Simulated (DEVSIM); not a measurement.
System: Pd/AlN/p-Ge capacitor, at 300 K.

```tsv
layer (left to right)	material	thickness (nm)	Na (cm⁻³)
1	AlN	28.0	-
2	Ge	5400	1.2e16
```

Metal gate on the left, work function 5.2 eV. Fixed charge at the semiconductor interface -1.7e11 cm⁻² (in units of +e); no interface traps.

This is a model device: material constants are rounded textbook-type values typed into the input, and sizes, dopings and lifetimes were drawn at random. Values at 300 K; Nc and Nv go as T^1.5, mobilities as T to minus their exponent, the gap by Varshni's rule with the affinity fixed.

```tsv
parameter	AlN	Ge
gap (eV)	6.1	0.664
affinity (eV)	1.9	4
permittivity	8.5	16
Nc (cm⁻³)	-	1.04e19
Nv (cm⁻³)	-	6e18
Varshni α (eV/K)	-	0.000477
Varshni β (K)	-	235
```

Model (solved in DEVSIM): 1D Poisson equation in equilibrium, Boltzmann statistics, complete ionisation; no quantum confinement or tunnelling. Metal contacts follow the ideal Schottky-Mott rule: no Fermi-level pinning, no interface dipoles.

Base results: threshold voltage (band bending 2φF) (V) 1.28; flat-band voltage (V) 0.80; minimum of the low-frequency capacitance (μF/cm²) 0.0627; capacitance of the dielectric stack (μF/cm²) 0.269.

Question: What follows from this one change: AlN thickness 0.028 → 0.015 μm?

Answer: threshold voltage (band bending 2φF) 1.28 → 1.16 V; flat-band voltage 0.80 → 0.75 V; minimum of the low-frequency capacitance 0.0627 → 0.0712 μF/cm²; capacitance of the dielectric stack 0.269 → 0.502 μF/cm².

Question: What follows from this one change: gate work function 5.2 → 5.5 eV?

Answer: threshold voltage (band bending 2φF) 1.28 → 1.58 V; flat-band voltage 0.80 → 1.10 V; minimum of the low-frequency capacitance little changed (0.0627 μF/cm²); capacitance of the dielectric stack little changed (0.269 μF/cm²).

Question: What follows from this one change: substrate doping 1.2e+16 → 1.2e+15 cm^-3?

Answer: threshold voltage (band bending 2φF) 1.28 → 1.11 V; flat-band voltage 0.80 → 0.86 V; minimum of the low-frequency capacitance 0.0627 → 0.0318 μF/cm²; capacitance of the dielectric stack little changed (0.269 μF/cm²).

Question: What follows from this one change: interface trap density 0 → 2e+12 cm^-2 eV^-1?

Answer: threshold voltage (band bending 2φF) 1.28 → 1.31 V; flat-band voltage 0.80 → 0.44 V; minimum of the low-frequency capacitance 0.0627 → 0.161 μF/cm²; capacitance of the dielectric stack little changed (0.269 μF/cm²).
